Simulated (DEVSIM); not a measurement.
System: illuminated Si p-on-n cell, one wavelength, at 350 K.

Layer 1 from the left is Si, thickness (μm) 0.140, Na (cm⁻³) 2.8e18, τn (s) 1.3e-5, τp (s) 2.1e-6, absorption coefficient (cm⁻¹) 2000. Layer 2 from the left is Si, thickness (μm) 30.0, Nd (cm⁻³) 1.9e15, τn (s) 3.6e-5, τp (s) 3.6e-5, absorption coefficient (cm⁻¹) 2000.

Left contact: ohmic, minority electron recombination velocity 6e6 cm/s. Right contact: ohmic, minority hole recombination velocity 9000 cm/s. Voltage is applied to the left contact. Recombination: SRH at mid-gap, radiative, Auger. Light enters at the left, 5.5e17 photons cm⁻² s⁻¹, one pass, no reflection. Mobility is μmin + (μ − μmin)/(1 + (N/Nref)^α).

The device is made up for the run: typed textbook-type constants, with dimensions and the other settings drawn at random. Values at 300 K; Nc and Nv go as T^1.5, mobilities as T to minus their exponent, the gap by Varshni's rule with the affinity fixed.

Si: gap (eV) 1.124, affinity (eV) 4.05, permittivity 11.7, Nc (cm⁻³) 2.86e19, Nv (cm⁻³) 3.1e19, μn (cm²/Vs) 1417, μp (cm²/Vs) 470, μn,min 52, μp,min 45, Nref,n 9.7e16, Nref,p 2.2e17, αn 0.68, αp 0.72, T exponent of μn 2.3, T exponent of μp 2.2, B (cm³/s) 4.7e-15, Cn (cm⁶/s) 2.8e-31, Cp (cm⁶/s) 9.9e-32, Varshni α (eV/K) 0.000473, Varshni β (K) 636.

Simulated with DEVSIM: 1D drift-diffusion, Boltzmann statistics, complete ionisation; no tunnelling, impact ionisation, image-force lowering or self-heating.

Dark forward current:

```csv
|V| (V),|J| (A/cm²)
0.05,1.477e-7
0.10,8.899e-7
0.15,4.711e-6
0.20,2.458e-5
0.25,0.0001283
0.30,0.0006708
0.35,0.003506
0.40,0.01821
0.45,0.09181
0.50,0.4206
0.55,1.638
0.60,5.474
0.65,16.36
0.70,44.11
0.75,105.1
0.80,218.8
0.85,402.0
0.90,667.0
0.95,1022
1.00,1471
1.05,2018
```

Q: Work out the local ideality factor n = ΔV / (kT/q · ln(J2/J1)) between the rows 0.15 and 0.20 V, 0.25 and 0.30 V, 1.00 and 1.05 V.

A: kT/q = 30.16 mV. From 0.15 to 0.20 V: ln(2.458e-5/4.711e-6) = 1.652, n = 1.00, near the 1 of diffusion or emission over a barrier. From 0.25 to 0.30 V: ln(0.0006708/0.0001283) = 1.654, n = 1.00, near the 1 of diffusion or emission over a barrier. From 1.00 to 1.05 V: ln(2018/1471) = 0.316, n = 5.24.

Q: What current could the absorbed light give at most, and what share is collected?

A: Σ αd = 6.03, so qΦ(1 − exp(−Σ αd)) = 87.9 mA/cm². The simulated short-circuit current is 77.61 mA/cm², a share of 0.88.

Q: Estimate the open-circuit voltage by superposition: the voltage at which the dark current equals that short-circuit current.

A: Interpolating ln J in the table gives 0.445 V. The simulation gives 0.444 V, the same within the digits that matter. Superposition holds where collection doesn't change with voltage.

Q: Estimate the fill factor from FF0 = (v − ln(v + 0.72))/(v + 1), v = qVoc/(nkT), with n from the dark curve.

A: The rows about Voc, 0.40 and 0.45 V, give n = 1.02, so v = 14.4 and FF0 = 0.758. The simulation gives 0.755, the same within the digits that matter.
